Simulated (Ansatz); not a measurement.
Model glasses of amorphous SiO2, 74 to 84 atoms (Si24O48 before any change). Each row is one cell at a composition chosen by hand, melted whole on the CHGNet potential with the anions pushed apart under 1.9 Å, quenched within some picoseconds, far faster than a real film, and relaxed with PBE, scalar-relativistic without spin-orbit coupling (plane waves to 420 eV, PAW; Ansatz, a quantum-chemistry and plane-wave program). Each is the lower in DFT energy of 2 quenches. Cycles of charging and discharging were tried on the cells ahead of these points, and a cell that came back lower was taken. The column on the box says what of it was relaxed with the atoms; held means as the quench left it. Cells that kept moments or hold spare charge are left out, and those that charging annealed.

From the neutral cell one electron is taken away, or one added, and the atoms relax (PBE, the zone centre alone, moment held at 1 μB, uniform background; no image-charge correction, which leaves W too low where the charge is localised). W = E(+1) + E(−1) − 2 E(0) is the cost of moving an electron from one such cell to another; the spacing parts the highest filled and lowest empty level of the neutral cell, which ran without spin polarisation.

Formal charges balance in every cell (each cation at its usual highest valence, Cu and Ag at +1, Sb at +3, H at +1, O at −2, N at −3, F and Cl at −1). R− and R+ are the energies that the atoms' relaxation gave back after the electron was added or removed.

| cell | change | box | spacing (eV) | R− (eV) | R+ (eV) | spacing − R− − R+ (eV) | W (eV) |
|---|---|---|---|---|---|---|---|
| Si24O51B2 | +2 B, +3 O | held | 2.35 | 1.50 | 0.63 | 0.22 | 1.84 |
| Si24O56Al2P2 | +2 Al, +8 O, +2 P | held | 3.62 | 1.22 | 0.87 | 1.53 | 2.23 |
| Si24O49Ag2 | +2 Ag, +1 O | held | 2.60 | 0.15 | 0.26 | 2.19 | 2.85 |
| Si24O51In2 | +2 In, +3 O | volume | 3.64 | 0.67 | 0.08 | 2.89 | withheld |
| Si24O49Zn | +1 O, +1 Zn | held | 4.80 | 0.68 | 0.31 | 3.81 | 4.15 |
| Si24O53Ta2 | +5 O, +2 Ta | held | 4.49 | 0.21 | 0.13 | 4.15 | 4.64 |
| Si24O49Mg | +1 Mg, +1 O | held | 4.66 | 0.02 | 0.15 | 4.49 | 4.89 |
| Si24O49Be | +1 Be, +1 O | held | 5.21 | 0.02 | 0.03 | 5.16 | 5.22 |

Question: Fit a straight line of the last column on the one before it through the 7 full rows, and predict the withheld value for Si24O51In2.

Answer: Means: x = 3.079, y = 3.689. Slope = Σ(Δx Δy) / Σ(Δx²) = 14.5283 / 19.3665 = 0.750; intercept = 3.689 − (0.750) × 3.079 = 1.380 eV; r.m.s. residual 0.191 eV. Prediction: 1.380 + (0.750) × 2.89 = 3.55 eV. The run gave 3.21 eV, a miss of 0.34 eV, within twice the residual.

Question: What would a slope of 1 with no intercept mean?

Answer: That adding and removing an electron at fixed atoms costs just the level spacing, as it does for levels spread over a large cell, so that W follows by bookkeeping. The fit has 0.750 and 1.380 eV; a departure holds the carrier's repulsion on its site, which raises W, and the uncorrected background, which lowers it.

In Si24O51B2 the spacing lies under 0.8 of the table's widest and a localised level on an atom of the host, not next to a guest, bounds it: there a defect of the quenched network is a likely cause.
